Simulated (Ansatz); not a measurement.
Take BeTe in the zinc blende structure (space group F-43m, No. 216; a = 5.664 Å) as the base.

Method: Ansatz (a program for electronic structure), PBE, PAW, cutoff 420 eV, scalar-relativistic without spin-orbit coupling.

Base values:

| Quantity | Value |
|---|---|
| Band gap | 2.03 eV |
| Electron mass | 1.9 mₑ along k, 0.26 mₑ across (at X) |
| Density | 5.00 g/cm³ |
| Shortest interatomic distance | 4.634 bohr |

Perturbation: a hydrostatic pressure of 15 GPa.

**Question.** What happens to the band gap, electron mass, density and shortest interatomic distance?

**Answer.** The band gap drops by 0.50 eV to 1.53 eV; the electron mass changes from 1.9 mₑ along k, 0.26 mₑ across (at X) to 1.3 mₑ along k, 0.23 mₑ across (at X); the density increases by 1.010 g/cm³ to 6.00 g/cm³; the shortest interatomic distance drops by 0.276 bohr (4.634 bohr → 4.358 bohr).

Spin-orbit coupling, missing from the scalar runs, can matter with Te. Load acts through the strain it causes; cell and atoms are relaxed under it. Masses are band curvatures over ±0.01 Å⁻¹ around the edge. Along k means along the line from Γ to the band edge. Whether these cells are dynamically stable was not tested. Competing high-pressure phases were not computed.
